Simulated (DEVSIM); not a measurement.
## abrupt Si p-n junction

System: abrupt Si p-n junction, at 300 K.

```csv
layer (left to right),material,thickness (μm),Nd (cm⁻³),Na (cm⁻³),τn (s),τp (s)
1,Si,9.90,-,4.8e16,1.3e-6,1.3e-6
2,Si,3.90,2e16,-,1.3e-6,1.3e-6
```

Left contact: ohmic. Right contact: ohmic. Voltage is applied to the left contact. Recombination: SRH at mid-gap, radiative. Mobility is μmin + (μ − μmin)/(1 + (N/Nref)^α).

The device is made up for the run: typed textbook-type constants, with dimensions and the other settings drawn at random. Values at 300 K.

```csv
parameter,Si
gap (eV),1.124
affinity (eV),4.05
permittivity,11.7
Nc (cm⁻³),2.86e19
Nv (cm⁻³),3.1e19
μn (cm²/Vs),1417
μp (cm²/Vs),470
"μn,min",52
"μp,min",45
"Nref,n",9.7e16
"Nref,p",2.2e17
αn,0.68
αp,0.72
B (cm³/s),4.7e-15
```

DEVSIM, 1D drift-diffusion, Boltzmann statistics, complete ionisation; no tunnelling, impact ionisation, image-force lowering or self-heating.

- Potential step across the device at zero bias = 0.769 V
- Largest field in the device at zero bias = 56000 V/cm
- Dark forward voltage at 1 A/cm² = 0.623 V
- Dark forward voltage at 100 A/cm² = 0.769 V

Dark forward current:

(V (V), J (A/cm²)): (0.05, 2.4e-9); (0.10, 9.5e-9); (0.15, 3.5e-8); (0.20, 1.5e-7); (0.25, 7.4e-7); (0.30, 4.4e-6); (0.35, 2.8e-5); (0.40, 0.00019); (0.45, 0.0013); (0.50, 0.0088); (0.60, 0.42); (0.65, 2.8); (0.70, 16); (0.75, 67); (0.80, 190); (0.85, 400); (0.90, 720); (0.95, 1200); (1.00, 1700); (1.05, 2400)

Small-signal capacitance in reverse bias (quasi-static):

```csv
V (V),C (nF/cm²)
-0.4,32.4
-1,26.1
-2,20.8
-3,17.8
-4,15.8
-6,13.2
-8,11.6
-10,10.5
-13,9.24
```
